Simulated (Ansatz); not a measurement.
Band structure of MgPd3 (Pm-3m, 4 atoms in the cell).

```xyz
4
Lattice="3.9648 0.0000 0.0000 0.0000 3.9648 0.0000 0.0000 0.0000 3.9648" Properties=species:S:1:pos:R:3 pbc="T T T"
Mg     0.0000     0.0000     0.0000
Pd     0.0000     1.9824     1.9824
Pd     1.9824     0.0000     1.9824
Pd     1.9824     1.9824     0.0000
```

Computed with PBEsol, default PAW files made with PBE (plane waves; Ansatz, a first-principles code).

Settings: basis.ecutwfc = 30.9 Ry; kpoints.mp_grid.grid = 7 7 7; hamiltonian.xc = pbesol; hamiltonian.pseudopotentials = {kind: paw} (the program's default PAW files); scf.occupations.method = fermi_dirac; scf.occupations.width = 0.0073 Ry; kpoints.band_path.npoints = 8.

The starting cell comes from a database of computed structures (which also holds hypothetical and non-ambient phases and stackings), without a prior relaxation at this level. Its lattice was rescaled by a random factor within 2.5 % of one. Spin polarisation is off.

Levels in eV from the Fermi level, bands 29 to 36:
```json
[
 {"point": "Γ", "29": "-0.11", "30": "0.25", "31": "0.25", "32": "0.25", "33": "2.51", "34": "2.51", "35": "2.51", "36": "7.88"},
 {"point": "X", "29": "-1.49", "30": "-1.49", "31": "-1.28", "32": "-0.62", "33": "0.25", "34": "6.50", "35": "6.50", "36": "7.38"},
 {"point": "M", "29": "-1.76", "30": "-1.20", "31": "-1.20", "32": "-0.75", "33": "0.35", "34": "1.89", "35": "1.89", "36": "9.05"},
 {"point": "R", "29": "-0.06", "30": "-0.06", "31": "-0.06", "32": "0.17", "33": "0.17", "34": "0.17", "35": "0.97", "36": "5.22"}
]
```

Bands cross the Fermi level along this path, so the cell is metallic at this level.

Keys are those of Ansatz 0.2.
